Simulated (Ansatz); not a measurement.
Base system: As in the A7 type structure (space group R-3m, No. 166; layered).

```cif
data_As2
_chemical_formula_sum 'As2'
_space_group_name_H-M_alt 'P 1'
_space_group_IT_number 1
_cell_length_a 4.18501
_cell_length_b 4.18501
_cell_length_c 4.18501
_cell_angle_alpha 53.373
_cell_angle_beta 53.373
_cell_angle_gamma 53.373
loop_
_space_group_symop_operation_xyz
  'x, y, z'
loop_
_atom_site_label
_atom_site_type_symbol
_atom_site_fract_x
_atom_site_fract_y
_atom_site_fract_z
_atom_site_occupancy
As1 As 0.22595 0.22595 0.22595 1
As2 As 0.77405 0.77405 0.77405 1
```

Method: Ansatz (a program for electronic structure) r2SCAN+rVV10, no SOC, earlier PAW set.

Before the change:

| Quantity | Result |
|---|---|
| Volume per atom | 21.89 Å³ |
| Space group | R-3m (No. 166) |

One thing is altered: Ge takes the place of As on all its sites; the structure is relaxed again.

Task: Estimate the effect on the volume per atom.

Result: The volume per atom drops by 2.84 Å³ to 19.05 Å³.

Task: What does the calculation give for the space group after the change?

Result: The space group changes from R-3m (No. 166) to Pm-3m (No. 221).

Whether these cells are dynamically stable was not tested. As relaxed here, Ge is a hypothetical phase, not in the database extracts checked.
